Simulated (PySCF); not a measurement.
PySCF 2.14.0, WB97X/def2-svpd, df: Si(F)(OH) (O[Si]F), 4 atoms. The geometry is a generated start, not checked to be a minimum at this level.

* **task**: energy
* **method**: wb97x
* **basis**: def2-svpd
* **two-electron scheme**: density fitting
* **mol.max_memory**: 3000 MB
* **mf.max_cycle**: 100
* **mf.conv_tol**: 1e-09 (default)
* **mf.grids.level**: 3 (default)
* **basis functions**: 78
* **grid points**: 57336

```xyz
4

Si    -0.1452     0.2246     1.0328
F     -0.8704     1.2641    -0.0195
O      0.5308    -0.7729    -0.0280
H      0.4848    -0.7158    -0.9853
```

With the defaults (mf.diis = true, mf.diis_space = 8, mf.damp = 0, mf.diis_start_cycle = 1, newton = off, mf.DIIS = CDIIS, mf.level_shift = 0, mf.init_guess = minao) it converges in 11 Fock builds. One run each on 2 threads, 1 BLAS thread, with these changes:
- mf.diis = false
- mf.DIIS = ADIIS
- newton = Hessian by the SCF's own integrals
- mf.diis_space = 20
- mf.init_guess = mod_huckel
- mf.DIIS = EDIIS
- mf.damp = 0.3, mf.diis_start_cycle = 4
- mf.diis_space = 3
- mf.level_shift = 0.1 Hartree

Question: Name the settings that don't reach the solution of the defaults.

Answer: No convergence: mf.diis = false (the run ends without SCF convergence in 100 cycles). The rest reach the solution of the defaults.

```
setting                                      Fock builds             end
-------------------------------------------  -----------  --------------
the defaults                                          11   same solution
mf.diis_space = 20                                    11   same solution
mf.init_guess = mod_huckel                            12   same solution
mf.damp = 0.3, mf.diis_start_cycle = 4                13   same solution
mf.level_shift = 0.1 Hartree                          13   same solution
mf.diis_space = 3                                     14   same solution
mf.DIIS = ADIIS                                       15   same solution
newton = Hessian by the SCF's own integrals           26   same solution
mf.DIIS = EDIIS                                       53   same solution
mf.diis = false                                      101  no convergence
```

Under newton the count holds the products with the orbital Hessian.
